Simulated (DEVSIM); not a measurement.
Structure: Au/Al2O3/n-Ge capacitor, at 300 K.

Layer 1 from the left is Al2O3, thickness (nm) 11.0. Layer 2 from the left is Ge, thickness (nm) 17000, Nd (cm⁻³) 1.2e15.

Metal gate on the left, work function 5.1 eV. Fixed charge at the semiconductor interface -3e11 cm⁻² (in units of +e); no interface traps.

Constants are typed, rounded textbook-type inputs, not results; the design itself was drawn at random and stands for no fabricated device. Values at 300 K.

Al2O3: gap (eV) 6.8, affinity (eV) 1.35, permittivity 9. Ge: gap (eV) 0.664, affinity (eV) 4, permittivity 16, Nc (cm⁻³) 1.04e19, Nv (cm⁻³) 6e18.

Q: Estimate by hand the flat-band voltage, the threshold voltage, and compare with a numerical solution.

A: 
- Flat-band voltage: C = 0.724 μF/cm², work-function difference 0.866 V; VFB = φms − qNf/C = 0.93 V; numerical 0.93 V.
- Threshold voltage: φF = 0.105 V, depletion charge √(4εqNφF) = 1.07e-8 C/cm²; VT = VFB − 2φF − Qd/C = 0.71 V; numerical 0.71 V.

Simulated with DEVSIM: 1D Poisson equation in equilibrium, Boltzmann statistics, complete ionisation; no quantum confinement or tunnelling. Metal contacts follow the ideal Schottky-Mott rule: no Fermi-level pinning, no interface dipoles.
